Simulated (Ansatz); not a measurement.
Where the default PAW files enter, the runs use the earlier of Ansatz's two default sets.

Given:

```yaml
crystal:
  lattice:
    - [4.34609, 0.00000, 0.00000]
    - [0.00000, 7.08984, 0.00000]
    - [2.17305, 0.00000, 3.76382]
  atoms:
    - { symbol: Cd, position: [0.66667, 0.50005, 0.66667] }
    - { symbol: Cd, position: [0.33333, 0.00005, 0.33333] }
    - { symbol: Se, position: [0.66667, 0.12409, 0.66667] }
    - { symbol: Se, position: [0.33333, 0.62409, 0.33333] }
```

Space group of this cell: P6_3mc, wurtzite. The cell is taken as given.

All values below come from r2SCAN (plane waves, PAW; Ansatz, a program for electronic structure).

The current runs along the normal of the first two printed vectors; no spin-orbit coupling. Scaled by the factor s: all lengths (ions clamped). The meshes follow the cell: 8×6×8 and 8×6 across at s = 0.98, 8×4×8 and 8×4 across at s = 1.00, 8×4×8 and 8×4 across at s = 1.02.

```tsv
s	mean pressure (GPa)	slowest mid-gap decay constant κ (1/Å)
0.98	3.3	?
1.00	-0.2	0.083
1.02	-2.8	0.075
```

Task: Take the slope of the slowest mid-gap decay constant κ against ln s from the two given rows, extrapolate to s = 0.98, and say what the run there gives.

Result: Slope = (0.075 − 0.083) / ln 1.02 = -0.404 1/Å. The line gives 0.083 + (-0.404) × ln 0.98 = 0.091 1/Å. The run gives 0.091 1/Å, as the line does.
